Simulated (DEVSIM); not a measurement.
System: Pd/HfO2/n-Ge capacitor, at 300 K.

```
layer (left to right)  material  thickness (nm)  Nd (cm⁻³)
---------------------  --------  --------------  ---------
1                          HfO2            8.00          -
2                            Ge            2400     5.9e16
```

Metal gate on the left, work function 5.2 eV. Fixed charge at the semiconductor interface 0 cm⁻² (in units of +e); interface traps 1e10 cm⁻² eV⁻¹, uniform in energy, neutral level at 0.5 of the gap above the valence band.

The device is made up for the run: typed textbook-type constants, with dimensions and the other settings drawn at random. Values at 300 K.

```csv
parameter,HfO2,Ge
gap (eV),5.7,0.664
affinity (eV),2.5,4
permittivity,22,16
Nc (cm⁻³),-,1.04e19
Nv (cm⁻³),-,6e18
```

Model (solved in DEVSIM): 1D Poisson equation in equilibrium, Boltzmann statistics, complete ionisation; no quantum confinement or tunnelling. Metal contacts follow the ideal Schottky-Mott rule: no Fermi-level pinning, no interface dipoles.

Tabulate band edges, carrier densities and field at 0.8 V on the gate.

Energies count from the Fermi level of the right contact; mesh points crowd at the junctions.

```csv
x (μm),Ec (eV),Ev (eV),n (cm⁻³),p (cm⁻³),field (V/cm)
0.000,1.900,-3.800,< 1e2,< 1e2,-39000
0.001143,1.896,-3.804,< 1e2,< 1e2,-39000
0.003190,1.888,-3.812,< 1e2,< 1e2,-39000
0.005701,1.878,-3.822,< 1e2,< 1e2,-39000
0.007723,1.870,-3.830,< 1e2,< 1e2,-39000
0.008769,0.365,-0.299,7.6e12,5.7e13,-52000
0.01104,0.353,-0.311,1.2e13,3.6e13,-51000
0.01807,0.319,-0.345,4.5e13,9.7e12,-46000
0.03131,0.264,-0.400,3.8e14,1.1e12,-37000
0.05839,0.187,-0.477,7.6e15,5.7e10,-20000
0.1154,0.138,-0.526,5.1e16,8.6e9,-2000
0.3069,0.134,-0.530,5.9e16,7.4e9,≈ 0
0.6606,0.134,-0.530,5.9e16,7.4e9,≈ 0
1.360,0.134,-0.530,5.9e16,7.4e9,≈ 0
2.029,0.134,-0.530,5.9e16,7.4e9,≈ 0
2.229,0.134,-0.530,5.9e16,7.4e9,≈ 0
2.324,0.134,-0.530,5.9e16,7.4e9,≈ 0
2.370,0.134,-0.530,5.9e16,7.4e9,≈ 0
2.395,0.134,-0.530,5.9e16,7.4e9,≈ 0
2.402,0.134,-0.530,5.9e16,7.4e9,≈ 0
2.406,0.134,-0.530,5.9e16,7.4e9,≈ 0
2.408,0.134,-0.530,5.9e16,7.4e9,≈ 0
```
